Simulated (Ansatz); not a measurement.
Effect of isotropic strain +0.60 % on GaN

Take GaN in the wurtzite structure (space group P6_3mc, No. 186; a = 3.152 Å, c = 5.138 Å) as the base.

It is then changed as follows: the cell is scaled by 1.0060 in all directions; the atoms relax in the strained cell.

Computed with Ansatz (an electronic-structure program), LDA, PAW, cutoff 420 eV, spin-orbit coupling left out. k-mesh 12×12×7 (Γ-centred); smearing 0.05 eV (Fermi–Dirac).

- Volume per atom = 11.25 Å³ (base 11.05 Å³)
- Space group = P6_3mc (No. 186) (base P6_3mc (No. 186))
- Shortest interatomic distance = 1.939 Å (base 1.927 Å)
- Energy relative to the base (free energy F) = +2.2 meV/atom
- Band gap = 2.01 eV (base 2.13 eV)
- Gap character = direct at Γ (base direct at Γ)
- Mean gap deformation potential ΔEg/Δln V = -6.7 eV
- Width of the top valence band = 2.85 eV (base 2.92 eV)
- Electron mass = 0.17 mₑ along c, 0.19 mₑ across (at Γ) (base 0.18 mₑ along c, 0.20 mₑ across (at Γ))
- Valence-band top at Γ (three highest levels, from the VBM) = 0.00, 0.00, -0.05 eV (base 0.00, 0.00, -0.05 eV)

Final structure:

```yaml
crystal:
  lattice:
    - [3.17070, 0.00000, 0.00000]
    - [-1.58535, 2.74591, 0.00000]
    - [0.00000, 0.00000, 5.16917]
  atoms:
    - { symbol: Ga, position: [0.33333, 0.66667, 0.00030] }
    - { symbol: Ga, position: [0.66667, 0.33333, 0.50030] }
    - { symbol: N, position: [0.33333, 0.66667, 0.37670] }
    - { symbol: N, position: [0.66667, 0.33333, 0.87670] }
```

Effective masses come from finite differences of ±0.01 Å⁻¹. Stability against distortions was not tested.
